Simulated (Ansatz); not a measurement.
## Sb: pressure series

Take Sb in the A7 type structure (space group R-3m, No. 166; layered) as the base.

```
CELL_PARAMETERS angstrom
      2.16397     1.24937     3.78144
     -2.16397     1.24937     3.78144
      0.00000    -2.49874     3.78144
ATOMIC_POSITIONS crystal
  Sb 0.23324 0.23324 0.23324
  Sb 0.76676 0.76676 0.76676
```

Cell and atoms are relaxed at each pressure.

Method: Kohn–Sham DFT with the r2SCAN+rVV10 functional, run in Ansatz (a quantum-chemistry and plane-wave program) with PAW and 500 eV plane waves, spin-orbit coupling left out.

Candidates:
(a) pressure 7.5 GPa
(b) pressure 10 GPa
(c) pressure −1 GPa
(d) pressure 5 GPa

Base values:

| Quantity | Result |
|---|---|
| c/a ratio | 2.621 |

### Question
Order them by c/a ratio, highest first.

### Answer
(c) pressure −1 GPa (2.671), (d) pressure 5 GPa (2.513), (a) pressure 7.5 GPa (2.488), (b) pressure 10 GPa (2.437)

Load acts through the strain it causes; cell and atoms are relaxed under it. Whether these cells are dynamically stable was not tested. Competing high-pressure phases were not computed.
